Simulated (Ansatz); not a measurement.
Ansatz (a first-principles code) run on CaC2 (R3m, 3 atoms in the cell): self-consistent single point.

Method: PBEsol, default PAW files made with PBE (plane waves; Ansatz).

The change in words: lattice scaled by 0.98. Reference geometry:
```yaml
crystal:
  lattice:
    - [1.93468, 1.11699, 3.93410]
    - [-1.93468, 1.11699, 3.93410]
    - [0.00000, -2.23397, 3.93410]
  atoms:
    - { symbol: Ca, position: [0.00424, 0.00424, 0.00424] }
    - { symbol: C, position: [0.55291, 0.55291, 0.55291] }
    - { symbol: C, position: [0.44709, 0.44709, 0.44709] }
```

Reference input (self-consistent single point, DFT, PBEsol, plane waves, default PAW files made with PBE): basis.ecutwfc = 420 eV; kpoints.mp_grid.grid = 8 8 8; hamiltonian.xc = pbesol; hamiltonian.pseudopotentials = {kind: paw} (the program's default PAW files); scf.occupations.method = fermi_dirac; scf.occupations.width = 0.05 eV. This run's input differs from it in these lines:

```diff
@@ -3,5 +3,5 @@
   lattice:
-    - [1.934678, 1.116987, 3.934104]
-    - [-1.934678, 1.116987, 3.934104]
-    - [0.000000, -2.233974, 3.934104]
+    - [1.895984, 1.094647, 3.855422]
+    - [-1.895984, 1.094647, 3.855422]
+    - [0.000000, -2.189295, 3.855422]
   atoms:
```

The program printed (abridged):

```
SCF iter   1: F=—  HF=-2286.718124 eV  |F-HF|=—  |Δ(HF+E_count)|=         —  Δρ=6.34e-3  dr2=2.15e-2  ethr=1.77e-3  ⟨swp⟩=6.6  Hψ=5781  notcnv=0
all-band conjugate gradients solve this SCF's bands
preconditioner: auto → none
SCF iter   2: F=—  HF=-2286.711858 eV  |F-HF|=—  |Δ(HF+E_count)|=   6.27e-3  Δρ=1.88e-3  dr2=1.95e-3  ethr=1.20e-4  ⟨swp⟩=2.5  Hψ=1886  notcnv=0
SCF iter   3: F=—  HF=-2286.711927 eV  |F-HF|=—  |Δ(HF+E_count)|=   6.96e-5  Δρ=4.24e-4  dr2=7.54e-5  ethr=1.08e-5  ⟨swp⟩=2.0  Hψ=1127  notcnv=0
SCF iter   4: F=—  HF=-2286.711944 eV  |F-HF|=—  |Δ(HF+E_count)|=   1.65e-5  Δρ=1.66e-4  dr2=1.24e-5  ethr=4.19e-7  ⟨swp⟩=2.8  Hψ=1511  notcnv=0
SCF iter   5: F=—  HF=-2286.711948 eV  |F-HF|=—  |Δ(HF+E_count)|=   3.94e-6  Δρ=6.29e-5  dr2=2.70e-6  ethr=6.88e-8  ⟨swp⟩=2.4  Hψ=1335  notcnv=0
SCF iter   6: F=—  HF=-2286.711948 eV  |F-HF|=—  |Δ(HF+E_count)|=   5.42e-7  Δρ=2.13e-5  dr2=4.31e-7  ethr=1.50e-8  ⟨swp⟩=2.1  Hψ=1083  notcnv=0
SCF iter   7: F=-2286.711948 eV  HF=-2286.711948 eV  |F-HF|=1.29e-8  |Δ(HF+E_count)|=   6.48e-8  Δρ=4.14e-6  dr2=1.75e-8  ethr=5.56e-10  ⟨swp⟩=5.6  Hψ=4039  notcnv=0
SCF 1 converged in 7 iterations: F = -2286.711948 eV  dr2 = 1.75e-8
Free energy (F): -2286.711948 eV
Internal energy: -2286.711948 eV  (E = F + TS)
E sigma→0 (E₀):  -2286.711948 eV
Fermi energy:    6.080117 eV
--- Forces (eV/Å), atoms counted from 1 ---
  atom   1  Ca    -0.00000000     0.00000001    -0.15565757
  atom   2  C     -0.00000000    -0.00000011     2.46311750
  atom   3  C      0.00000000     0.00000010    -2.30748831
--- Stress (GPa, compression-positive) ---
        1.226465       0.000000       0.000000
        0.000000       1.226465      -0.000000
        0.000000      -0.000000      11.175194
  P = ⅓ Tr σ = 4.5427 GPa (45.427 kbar)
  The stress holds the Pulay correction. Without it, at fixed plane waves, as pw.x and ABINIT print it: P = 4.3229 GPa
```

The run converged in 7 iterations. Against the reference run the free energy goes up by 9.2 meV/atom, the pressure goes from -1.32 to 4.54 GPa, the largest force goes from 0.539 to 2.463 eV/Å and the gap on the mesh goes from 2.595 to 2.562 eV.

The starting cell comes from a database of computed structures (which also holds hypothetical and non-ambient phases and stackings), without a prior relaxation at this level. Its lattice was rescaled by up to half a per cent. One atom was moved a little off its site on purpose. For this run, on top of that: lattice scaled by 0.98. With a pressure of about 5 GPa the cell is away from its equilibrium volume at this level. Forces in this geometry exceed 1 eV/Å. Ansatz's pressure includes its estimate of the finite-basis (Pulay) stress.

Keys are those of Ansatz 0.2.
